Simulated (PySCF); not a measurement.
PySCF 2.14.0, R2SCAN/def2-svp, df: Mo(NH)(NMe)(OSiH3)2 (C[N]=[Mo](=[NH])([O][SiH3])[O][SiH3]), 18 atoms. The geometry is a generated start, not checked to be a minimum at this level.

```json
{
  "task": "energy",
  "method": "r2scan",
  "basis": "def2-svp",
  "two_electron_scheme": "density fitting",
  "mol.max_memory": "3000 MB",
  "mf.max_cycle": "100",
  "mf.conv_tol": "1e-09 (default)",
  "mf.grids.level": "3 (default)",
  "effective_core_potentials": "those of the basis set, past Kr",
  "basis_functions": "187",
  "grid_points": "228968"
}
```

```xyz
18

Mo    -0.5174    -0.1798    -0.1384
N     -1.9797    -1.0321    -0.5304
H     -2.9073    -1.3224    -0.8131
N     -0.6901     1.5408    -0.3441
C     -1.1873     2.8375    -0.6220
H     -1.5448     3.3176     0.2959
H     -0.4068     3.4753    -1.0530
H     -2.0239     2.7833    -1.3333
O     -0.0970    -0.4773     1.6180
Si     0.3656    -0.8831     3.1031
H     -0.4247    -0.0691     4.0406
H      1.8089    -0.5966     3.2130
H      0.1118    -2.3266     3.2795
O      0.8118    -0.7309    -1.2694
Si     1.9351    -1.4378    -2.1777
H      3.2416    -1.1468    -1.5597
H      1.8264    -0.8599    -3.5282
H      1.6779    -2.8923    -2.1807
```

Charge 0 and multiplicity 1 are set for this test and not shown to be the ground state.

With the defaults (mf.DIIS = CDIIS, mf.diis_space = 8, mf.diis = true, mf.damp = 0, mf.diis_start_cycle = 1, mf.level_shift = 0, newton = off, mf.init_guess = minao) it converges in 16 Fock builds. One run each on 2 threads, 1 BLAS thread, with these changes:
- mf.init_guess = 1e
- mf.diis = false
- mf.level_shift = 1 Hartree
- mf.level_shift = 0.1 Hartree
- mf.diis_space = 5
- mf.diis_space = 3
- mf.damp = 0.7, mf.diis_start_cycle = 8
- newton = Hessian by the SCF's own integrals
- mf.DIIS = EDIIS

### Question
Name the settings that don't reach the solution of the defaults.

### Answer
No convergence: mf.DIIS = EDIIS; mf.diis_space = 3; mf.diis = false (the run ends without SCF convergence in 100 cycles). The rest reach the solution of the defaults.

```csv
setting,Fock builds,end
mf.level_shift = 0.1 Hartree,15,same solution
the defaults,16,same solution
"mf.damp = 0.7, mf.diis_start_cycle = 8",18,same solution
mf.diis_space = 5,24,same solution
mf.init_guess = 1e,24,same solution
newton = Hessian by the SCF's own integrals,39,same solution
mf.level_shift = 1 Hartree,47,same solution
mf.DIIS = EDIIS,101,no convergence
mf.diis_space = 3,101,no convergence
mf.diis = false,101,no convergence
```

Under newton the count holds the products with the orbital Hessian.
